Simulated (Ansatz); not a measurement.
The parent structure is Li in the bcc (W type) structure (space group Im-3m, No. 229; a = 3.4343 Å; relaxed with 0.1 eV smearing).

All numbers come from DFT with PBEsol, PAW potentials and a 420 eV plane-wave cutoff in Ansatz (a quantum-chemistry and plane-wave program), without spin-orbit coupling.

Before the change:

The pressure comes out as 0.0 GPa.

It is then changed as follows: the cell is scaled by 1.0150 in all directions, atoms relaxed at fixed cell.

Q: Predict the new pressure and energy relative to the base.

A: The pressure goes from zero to -0.6 GPa; the energy rises by 1.7 meV/atom.

The cells carry an imposed strain or load. Stability against distortions was not tested.
